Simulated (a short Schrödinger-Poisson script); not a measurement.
Stack: MOS inversion layer, HfO2 on p-type Si(100), at 300 K.

From the gate side: 11.5 nm HfO2; 260 nm Si, acceptors 2.7e18 cm⁻³.

The device is made up for the run: typed textbook-type constants, with dimensions and the other settings drawn at random. HfO2: permittivity 22, conduction-band edge (eV) 1.55, gap (eV) 5.7, electron mass (mₑ) 0.2. Si: permittivity 11.7, conduction-band edge (eV) 0, gap (eV) 1.124, Nv at 300 K (cm⁻³) 3.1e19.

Channel valleys (confinement mass, in-plane density-of-states mass, number): Δ2 0.916, 0.19, 2; Δ4 0.19, 0.417, 4. At the gate the conduction-band edge of layer 1 lies 1.81 eV − eVg above the Fermi level of the channel; the field vanishes at the back. Gaps are held at their typed values at every temperature. Mesh 0.03 nm at interfaces.

Solved with a short Schrödinger-Poisson script written for these runs: 1D Poisson equation in equilibrium, electrons quantum, Hartree (BenDaniel-Duke, 12 states a valley, the channel's in-plane mass for all, wave functions ending at the dielectric), parabolic valleys, classical holes, full ionisation, no traps, pinning or gate leakage.

```
Vg (V)  electrons (cm⁻²)  C (μF/cm²)  Δ2 E0 (meV from the Fermi level)  Δ4 E0 (meV from the Fermi level)
------  ----------------  ----------  --------------------------------  --------------------------------
0.8               3.58e9       0.380                             184.2                             291.0
0.9              5.36e10       0.517                             113.8                             223.7
1                3.61e11       0.937                              63.5                             176.2
1.1              9.60e11        1.18                              36.3                             151.8
1.2              1.69e12        1.27                              19.4                             137.6
1.3              2.48e12        1.33                               7.0                             127.8
1.4              3.30e12        1.36                              -3.1                             120.3
1.5              4.14e12        1.38                             -11.7                             114.1
1.6              4.99e12        1.39                             -19.5                             108.9
1.7              5.85e12        1.40                             -26.6                             104.2
1.8              6.72e12        1.41                             -33.2                             100.0
1.9              7.59e12        1.42                             -39.6                              96.1
2                8.47e12        1.42                             -45.6                              92.4
2.1              9.36e12        1.43                             -51.4                              89.0
2.2              1.02e13        1.43                             -57.0                              85.7
2.3              1.11e13        1.44                             -62.5                              82.5
```

Gate voltages with under 1e9 electrons/cm² are left out.

At Vg = 2.3 V the lowest Δ2 subband lies at -62.5 meV from the Fermi level. How many electrons does it hold, and what share of all?

The two-dimensional density of states is g m/(πħ²) = 1.59e11 cm⁻² meV⁻¹ (both spins), kT = 25.9 meV, so n = D kT ln(1 + exp(−E/kT)) = 1.03e13 cm⁻², 0.92 of the 1.11e13 cm⁻² in all.

Compare the slope of the sheet density between 2.1 and 2.3 V with the geometric capacitance of the layers between gate and channel.

q Δn/ΔV = 1.39 μF/cm²; ε0/Σ(t/ε) = 1.69 μF/cm². The ratio is 0.82: the channel acts as a further capacitance in series.
